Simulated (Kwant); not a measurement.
GaAs/Al0.3Ga0.7As stack with 1 barrier

Model system: GaAs/Al0.3Ga0.7As stack with 1 barrier. One parabolic valley. Leads of mass 0.067 mₑ with the band edge at 0; grid 0.1 nm; bias swept from 0.0096 to 0.44756 V, dropping linearly over the stack. Emitter Fermi level 0.039 eV, 300 K, equal in the collector.

| layer | thickness (nm) | band offset (eV) | mass (mₑ) |
|---|---|---|---|
| 1 | 4.1 | 0.24 | 0.092 |

The device is made up for the run: typed textbook-type constants, with dimensions and the other settings drawn at random.

Computed with Kwant: one-band effective-mass tight-binding model in one dimension, coherent, no space charge, current by the Tsu-Esaki formula.

```csv
bias (V),J (A/cm²)
0.009600,4950
0.02582,12800
0.04204,19800
0.05826,26000
0.07448,31700
0.09070,37100
0.1069,42400
0.1231,47900
0.1394,53600
0.1556,59800
0.1718,66400
0.1880,73600
0.2042,81400
0.2205,90000
0.2367,99400
0.2529,110000
0.2691,121000
0.2853,133000
0.3016,147000
0.3178,162000
0.3340,178000
0.3502,196000
0.3665,215000
0.3827,236000
0.3989,259000
0.4151,284000
0.4313,311000
0.4476,340000
```
